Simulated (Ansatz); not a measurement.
Migration barriers: interstitial H in rock-salt LiF with all lengths changed by -1 %, charge state +1

Defect: interstitial H in rock-salt LiF with all lengths changed by -1 %, charge state +1. Calculation: PBE, PAW (plane waves to 420 eV; Ansatz, an electronic-structure program).

Cell of 64 host sites held at the strained lattice (strain from the relaxed PBE one, atoms relaxed); a 2×2×2 k-point mesh shifted by half a step; Fermi-Dirac width 0.01 eV, spin-restricted; finite-size errors left in. Static, classical nuclei. The charge state is imposed; whether it is stable for some Fermi level was not computed. Sites that were not tried may lie lower.

```csv
Route,Start site over the lowest site run (eV),Hop (Å),Forward barrier (eV),Backward barrier (eV),Neighbours at the start,Neighbours at the saddle,Saddle order
"several atoms move together, H the farthest",0.00,1.42,0.30,0.30,2 F at 1.15; 2 Li at 1.82 Å,"F at 0.99, 2 F at 1.82, F at 2.07; Li at 1.88, 2 Li at 2.00 Å","not checked, on a symmetry element"
"several atoms move together, H the farthest",0.00,2.00,0.78,0.78,2 F at 1.15; 2 Li at 1.82 Å,F at 0.94; Li at 1.71 Å,"not checked, on a symmetry element"
```

Paths come from climbing-image nudged elastic band runs. Of the routes that converged and passed our checks, the lowest saddle point lies 0.30 eV above the lowest of the sites run (several atoms move together, H the farthest); other sites, such as split forms, and other routes may lie lower. A band can be held on a symmetry element, so unchecked saddle points there may be too high.

The whole set of runs took about 3 core-hours (a rough figure).
